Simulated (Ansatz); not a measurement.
## ZrPt3, response to strain

The parent structure is ZrPt3 (space group P6_3/mmc, No. 194; a = 5.654 Å, c = 9.234 Å; a cell from a computed database, its experimental status unchecked). Axes: x lies along a and z along c of the hexagonal cell.

Strains are applied to the cell and any free atomic positions relax.

Calculations: Ansatz (an electronic-structure program) PBEsol, spin-orbit coupling left out.

Notes on the quantities. energy relative to the base: free energy F; pressure: mean of the normal stresses, compression positive.

```
variant                         energy relative to the base  pressure  shortest interatomic distance
------------------------------  ---------------------------  --------  -----------------------------
base                                             0 meV/atom   0.0 GPa                        2.767 Å
isotropic strain +1.07 %                       +12 meV/atom  -7.4 GPa                        2.793 Å
uniaxial strain ε_yy = −3.25 %                 +24 meV/atom   9.2 GPa                        2.708 Å
tensor shear ε_xy = −1.64 %                   +6.4 meV/atom   0.2 GPa                        2.733 Å
```

Without a gap, meshes like the base's 8×8×4 leave anisotropic stresses uncertain by several tenths of a GPa, and small strain energies with them. Stability against distortions was not tested. All final runs are without spin polarisation.
